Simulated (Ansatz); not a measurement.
Input and output of a zone-centre phonon calculation for Ge2Mo (I4/mmm, 3 atoms in the cell) (Ansatz, an electronic-structure program).

Level of theory: LDA (PW92), default PAW files made with PBE (plane waves; Ansatz).

```xyz
3
Lattice="-1.6684 1.6684 4.1137 1.6684 -1.6684 4.1137 1.6684 1.6684 -4.1137" Properties=species:S:1:pos:R:3 pbc="T T T"
Ge     0.0000     0.0000     5.4438
Ge     0.0000     0.0000     2.7835
Mo     0.0000     0.0000     0.0000
```

Reference input (self-consistent single point, DFT, LDA (PW92), plane waves, default PAW files made with PBE): basis.ecutwfc = 30.9 Ry; kpoints.mp_grid.grid = 14 14 14; hamiltonian.xc = lda; hamiltonian.pseudopotentials = {kind: paw} (the program's default PAW files); scf.occupations.method = gaussian; scf.occupations.width = 0.0073 Ry. This run's input differs from it in these lines:

Ansatz 0.2 input:
```diff
@@ -11,3 +11,3 @@
 basis:
-  ecutwfc: 30.9 Ry
+  ecutwfc: 15.4 Ry
 kpoints:
@@ -19,6 +19,4 @@
   occupations: { method: gaussian, width: 0.0073 Ry }
-output:
-  forces: true
-  eigenvalues: true
-  stress: true
+phonons:
+  method: dfpt
```

Output (repeated stretches shortened):

```
SCF iter   1: F=—  HF=-13262.801884 eV  |F-HF|=—  |Δ(HF+E_count)|=         —  Δρ=5.34e-2  dr2=6.96e-1  ethr=1.77e-3  ⟨swp⟩=4.7  Hψ=39420  notcnv=0
all-band conjugate gradients solve this SCF's bands
preconditioner: auto → Kerker (q_TF=auto, 2.689 Å⁻¹)
SCF iter   2: F=—  HF=-13260.526942 eV  |F-HF|=—  |Δ(HF+E_count)|=    2.27e0  Δρ=2.40e-2  dr2=3.06e-1  ethr=1.66e-3  ⟨swp⟩=2.0  Hψ=23615  notcnv=0  defer=353
   [... lines left out ...]
SCF iter   9: F=—  HF=-13260.364807 eV  |F-HF|=—  |Δ(HF+E_count)|=  7.29e-10  Δρ=4.14e-7  dr2=1.21e-10  ethr=5.86e-12  ⟨swp⟩=2.1  Hψ=17792  notcnv=0  defer=350
SCF iter  10: F=-13260.364807 eV  HF=-13260.364807 eV  |F-HF|=7.28e-12  |Δ(HF+E_count)|=  2.91e-11  Δρ=8.76e-8  dr2=6.28e-12  ethr=1.00e-12  ⟨swp⟩=8.2  Hψ=46726  notcnv=0
the search or the solves at the SCF's close seem to have found levels that the self-consistency loop had missed (the run counts 1) …
SCF 1 converged in 10 iterations: F = -13260.364807 eV  dr2 = 6.28e-12
DFPT response loops at Γ: preconditioner auto → Kerker (q_TF=auto, 2.689 Å⁻¹) (partly filled bands, converged f_vac=0.000) …
Free energy (F): -13260.364807 eV
Internal energy: -13260.360824 eV  (E = F + TS)
E sigma→0 (E₀):  -13260.362816 eV
Entropy (-TS):   -0.003984 eV (-1.328 meV/atom)
Fermi energy:    16.233676 eV
--- Phonons (Γ-DFPT): 4 representative perturbations + reference, on 428 of 2744 k-points (Σ response iterations 22) ---
  k mesh reduced under 4 symmetry operations, with k and −k counted as one. Each operation leaves every solved displacement unchanged or reverses it
  ASR residual: 1.052e-4 → 0.000e0 eV/Å²; symmetrization residual: 3.051e-5 eV/Å²
  ASR residual per site (eV/Å²): 9.07e-5 9.07e-5 1.05e-4
  Γ frequencies (cm⁻¹): 0.00 0.00 0.00 148.25 148.25 154.54 183.46 183.46 281.08
  non-analytic LO–TO correction: not included (Born effective charges unavailable; polar crystals: no LO–TO splitting at Γ)
```

The run converged in 10 iterations. 

Summary of the result:
* **Free energy E − TS (on the zero of these files)**: -13260.3648 eV
* **Fermi level (on the code's own zero)**: 16.23 eV
* **Zone-centre frequencies (cm⁻¹; negative means imaginary)**: 0, 0, 0, 148, 148, 155, 183, 183, 281

The starting cell comes from a database of computed structures (which also holds hypothetical and non-ambient phases and stackings), without a prior relaxation at this level. Its lattice was rescaled by up to half a per cent. Spin polarisation is off. The cutoff lies below the one recommended for these files.

Cost on one core of a shared machine: roughly 60 s.
